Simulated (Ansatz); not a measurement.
Take CsPbCl3 in the cubic perovskite structure (space group Pm-3m, No. 221; a = 5.521 Å) as the base. Axes: x, y, z lie along the cube axes.

Structures relaxed with plane-wave PAW DFT at the LDA level (Ansatz, a program for electronic structure, 420 eV), scalar-relativistic without spin-orbit coupling.

Base:

Simulated powder pattern, Co Kα, λ = 1.79026 Å (kinematic, ideal powder, no thermal factors, no anomalous dispersion; the 14 strongest lines at most, above 2 %, up to 2θ = 90°):

```
2θ (°)  I/Imax (%)    hkl
------  ----------  -----
18.66           16  (100)
26.51          100  (110)
37.84           46  (200)
42.51          8.3  (210)
46.80           47  (211)
54.59           31  (220)
58.21          4.3  (300)
61.69           21  (310)
68.34           11  (222)
74.70           25  (321)
80.86          5.3  (400)
83.90          2.7  (322)
86.93           14  (411)
```

After one change:

Simulated powder pattern, Co Kα, λ = 1.79026 Å (kinematic, ideal powder, no thermal factors, no anomalous dispersion; the 14 strongest lines at most, above 2 %, up to 2θ = 90°):

```tsv
2θ (°)	I/Imax (%)
19.12	15
26.76	100
27.18	48
37.60	24
38.81	43
47.00	24
47.77	45
55.14	31
56.05	15
61.47	11
69.46	16
75.12	13
76.09	12
76.67	12
```

Question: Which change produced these results?
A) biaxial strain −1.20 %, plane normal [001], relaxed out of plane
B) biaxial strain −1.80 %, plane normal [001], relaxed out of plane
C) biaxial strain −3.00 %, plane normal [001], relaxed out of plane
D) biaxial strain −2.40 %, plane normal [001], relaxed out of plane

Answer: D, biaxial strain −2.40 %, plane normal [001], relaxed out of plane. Its volume per atom is 32.26 Å³ against 33.65 Å³, and its space group is P4/mmm (No. 123).

No phonon test of stability was made. Many cubic perovskites are stable only at high temperature; tilts and polar distortions were not tested. This is not the structure that CsPbCl3 has at room temperature and ambient pressure.
